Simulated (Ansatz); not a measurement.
Start from CdGeAs2 in the chalcopyrite structure (space group I-42d, No. 122).

CdGeAs2 is modelled in the tetragonal space group I-42d (No. 122), the chalcopyrite structure, Pearson symbol tI16. Cell: a = 5.8735 Å, b = 5.8735 Å, c = 11.2264 Å, α = 90.00°, β = 90.00°, γ = 90.00°. Cd on 4a is surrounded by 4 As at 2.591 Å (tetrahedral). Ge on 4b has 4 As at 2.426 Å (tetrahedral). As on 8d sees 2 Ge at 2.426 Å and 2 Cd at 2.591 Å (tetrahedral). (Neighbours: up to the widest gap in distance over summed covalent radii, below 1.35, at either atom; cation-cation and far metal-metal contacts left out.)
(The calculation used a cell of 8 atoms; values per cell refer to that cell.)

The values are results of LDA (Ansatz, a program for electronic structure; PAW; 420 eV plane waves; without spin-orbit coupling), not measurements.

Base values:

```
Quantity     Value
--------  --------
Pressure  0.00 GPa
```

Modification: every lattice vector is stretched by 2.25 %, atoms relaxed at fixed cell.

**Question.** How does this affect the pressure and energy relative to the base?

**Answer.** The pressure (mean of the normal stresses, compression positive) goes from zero to -3.76 GPa; the energy rises by 21 meV/atom.

The cells carry an imposed strain or load. Whether these cells are dynamically stable was not tested. The zero or small gap of CdGeAs2 can change with the level of theory.
